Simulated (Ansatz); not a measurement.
Worked example: self-consistent single point of TiSi2 (Fddd, 6 atoms in the cell) in Ansatz (a first-principles code).

Computed with PBE, PAW files (plane waves; Ansatz).

The change in words: lattice scaled by 0.98. Reference geometry:
```
CELL_PARAMETERS angstrom
      0.00000     4.20810     4.35668
      2.44208     0.00000     4.35668
      2.44208     4.20810     0.00000
ATOMIC_POSITIONS crystal
  Ti 0.50000 0.50000 0.50000
  Ti 0.75000 0.75000 0.75000
  Si 0.83743 0.16257 0.83743
  Si 0.16257 0.83743 0.16257
  Si 0.41257 0.08743 0.41257
  Si 0.08743 0.41257 0.08743
```

Reference input (self-consistent single point, DFT, PBE, plane waves, PAW files): kpoints.mp_grid.grid = 7 7 7; hamiltonian.xc = pbe; hamiltonian.pseudopotentials = {kind: paw} (an earlier, softer set of the program's PAW files); scf.occupations.method = gaussian; scf.occupations.width = 0.05 eV. This run's input differs from it in these lines:

Ansatz 0.2 input:
```diff
@@ -3,12 +3,12 @@
   lattice:
-    - [0.00000000, 4.20810000, 4.35668400]
-    - [2.44207900, 0.00000000, 4.35668400]
-    - [2.44207900, 4.20810000, 0.00000000]
+    - [0.00000000, 4.12393800, 4.26955000]
+    - [2.39323700, 0.00000000, 4.26955000]
+    - [2.39323700, 4.12393800, 0.00000000]
   atoms:
-    - { symbol: Ti, position_ang: [2.44207900, 4.20810000, 4.35668400] }
-    - { symbol: Ti, position_ang: [3.66311850, 6.31215000, 6.53502600] }
-    - { symbol: Si, position_ang: [2.44207900, 7.04797837, 4.35668400] }
-    - { symbol: Si, position_ang: [2.44207900, 1.36822163, 4.35668400] }
-    - { symbol: Si, position_ang: [1.22103950, 3.47227163, 2.17834200] }
-    - { symbol: Si, position_ang: [1.22103950, 0.73582837, 2.17834200] }
+    - { symbol: Ti, position_ang: [2.39323700, 4.12393800, 4.26955000] }
+    - { symbol: Ti, position_ang: [3.58985550, 6.18590700, 6.40432500] }
+    - { symbol: Si, position_ang: [2.39323700, 6.90701880, 4.26955000] }
+    - { symbol: Si, position_ang: [2.39323700, 1.34085720, 4.26955000] }
+    - { symbol: Si, position_ang: [1.19661850, 3.40282620, 2.13477500] }
+    - { symbol: Si, position_ang: [1.19661850, 0.72111180, 2.13477500] }
 kpoints:
```

Output, abridged:

```
SCF iter   1: F=—  HF=-7546.521942 eV  |F-HF|=—  |Δ(HF+E_count)|=         —  Δρ=3.67e-2  dr2=1.97e0  ethr=3.10e-3  ⟨swp⟩=6.4  Hψ=7930  notcnv=0  defer=1
all-band conjugate gradients solve this SCF's bands
preconditioner: auto → Kerker (q_TF=auto, 2.410 Å⁻¹)
SCF iter   2: F=—  HF=-7546.138370 eV  |F-HF|=—  |Δ(HF+E_count)|=   3.84e-1  Δρ=2.27e-2  dr2=6.72e-1  ethr=3.10e-3  ⟨swp⟩=1.5  Hψ=2217  notcnv=0  defer=36
   [... lines left out ...]
SCF iter   4: F=—  HF=-7545.913772 eV  |F-HF|=—  |Δ(HF+E_count)|=   2.00e-3  Δρ=7.94e-4  dr2=4.42e-4  ethr=1.79e-5  ⟨swp⟩=2.3  Hψ=2770  notcnv=0  defer=95
SCF iter   5: F=—  HF=-7545.913725 eV  |F-HF|=—  |Δ(HF+E_count)|=   4.62e-5  Δρ=1.55e-4  dr2=1.70e-5  ethr=1.11e-6  ⟨swp⟩=2.2  Hψ=2073  notcnv=0  defer=95
SCF iter   6: F=—  HF=-7545.913716 eV  |F-HF|=—  |Δ(HF+E_count)|=   9.29e-6  Δρ=2.66e-5  dr2=4.85e-7  ethr=4.25e-8  ⟨swp⟩=2.6  Hψ=2369  notcnv=0  defer=95
SCF iter   7: F=-7545.913716 eV  HF=-7545.913716 eV  |F-HF|=7.63e-9  |Δ(HF+E_count)|=   5.56e-8  Δρ=4.67e-6  dr2=1.52e-8  ethr=2.50e-10  ⟨swp⟩=10.0  Hψ=7198  notcnv=0
SCF 1 converged in 7 iterations: F = -7545.913716 eV  dr2 = 1.52e-8
Free energy (F): -7545.913716 eV
Internal energy: -7545.910651 eV  (E = F + TS)
E sigma→0 (E₀):  -7545.912184 eV
Entropy (-TS):   -0.003065 eV (-0.511 meV/atom)
Fermi energy:    12.521487 eV
--- Forces (eV/Å), atoms counted from 1 ---
  atom   1  Ti    -0.00000000     0.00000000     0.00000000
  atom   2  Ti     0.00000000     0.00000000     0.00000000
  atom   3  Si     0.00000000    -0.01907935     0.00000000
  atom   4  Si     0.00000000     0.01907935     0.00000000
  atom   5  Si     0.00000000     0.01907935     0.00000000
  atom   6  Si     0.00000000    -0.01907935     0.00000000
--- Stress (GPa, compression-positive) ---
        1.751371       0.000000       0.000000
        0.000000       0.194629       0.000000
        0.000000       0.000000       2.076489
  P = ⅓ Tr σ = 1.3408 GPa (13.408 kbar)
  The stress holds the Pulay correction. Without it, at fixed plane waves, as pw.x and ABINIT print it: P = 1.3102 GPa
```

The run converged in 7 iterations. Against the reference run the free energy goes down by 15.7 meV/atom, the pressure goes from -6.62 to 1.34 GPa and the largest force goes from 0.009 to 0.019 eV/Å.

The starting cell comes from a database of computed structures (which also holds hypothetical and non-ambient phases and stackings), without a prior relaxation at this level. Its lattice was rescaled by a random factor within 2.5 % of one. For this run, on top of that: lattice scaled by 0.98. Spin polarisation is off. Ansatz's pressure includes its estimate of the finite-basis (Pulay) stress.
